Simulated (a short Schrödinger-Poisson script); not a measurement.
Stack: MOS inversion layer, SiO2 on p-type Si(100), at 300 K.

From the gate side: 1 nm SiO2; 1200 nm Si, acceptors 1.2e17 cm⁻³.

Constants are typed, rounded textbook-type inputs, not results; the design itself was drawn at random and stands for no fabricated device. SiO2: permittivity 3.9, conduction-band edge (eV) 3.15, gap (eV) 9, electron mass (mₑ) 0.5. Si: permittivity 11.7, conduction-band edge (eV) 0, gap (eV) 1.124, Nv at 300 K (cm⁻³) 3.1e19.

Channel valleys (confinement mass, in-plane density-of-states mass, number): Δ2 0.916, 0.19, 2; Δ4 0.19, 0.417, 4. At the gate the conduction-band edge of layer 1 lies 3.15 eV − eVg above the Fermi level of the channel; the field vanishes at the back. Gaps are held at their typed values at every temperature. Mesh 0.03 nm at interfaces.

Solved with a short Schrödinger-Poisson script written for these runs: 1D Poisson equation in equilibrium, electrons quantum, Hartree (BenDaniel-Duke, 12 states a valley, the channel's in-plane mass for all, wave functions free to enter the dielectric), parabolic valleys, classical holes, full ionisation, no traps, pinning or gate leakage.

```csv
Vg (V),electrons (cm⁻²),C (μF/cm²),Δ2 E0 (meV from the Fermi level),Δ4 E0 (meV from the Fermi level)
-0.1,4.18e9,0.131,204.2,235.4
-0.05,2.43e10,0.232,158.2,190.0
0,1.16e11,0.593,116.8,149.7
0.05,3.66e11,1.13,85.6,120.5
0.1,7.73e11,1.52,64.3,101.7
0.15,1.28e12,1.78,48.9,89.2
0.2,1.86e12,1.95,37.0,80.2
0.25,2.49e12,2.07,27.3,73.4
0.3,3.15e12,2.16,19.0,67.8
0.35,3.83e12,2.23,11.8,63.1
0.4,4.54e12,2.29,5.2,59.1
0.45,5.26e12,2.34,-0.7,55.6
0.5,6.00e12,2.39,-6.2,52.4
0.55,6.75e12,2.42,-11.4,49.6
0.6,7.51e12,2.46,-16.2,46.9
0.65,8.28e12,2.48,-20.9,44.4
0.7,9.06e12,2.51,-25.3,42.0
0.75,9.85e12,2.53,-29.6,39.8
```

Gate voltages with under 1e9 electrons/cm² are left out.

### Question
At Vg = 0.75 V the lowest Δ2 subband lies at -29.6 meV from the Fermi level. How many electrons does it hold, and what share of all?

### Answer
The two-dimensional density of states is g m/(πħ²) = 1.59e11 cm⁻² meV⁻¹ (both spins), kT = 25.9 meV, so n = D kT ln(1 + exp(−E/kT)) = 5.83e12 cm⁻², 0.59 of the 9.85e12 cm⁻² in all.

### Question
Compare the slope of the sheet density between 0.65 and 0.75 V with the geometric capacitance of the layers between gate and channel.

### Answer
q Δn/ΔV = 2.52 μF/cm²; ε0/Σ(t/ε) = 3.45 μF/cm². The ratio is 0.73: the channel acts as a further capacitance in series.
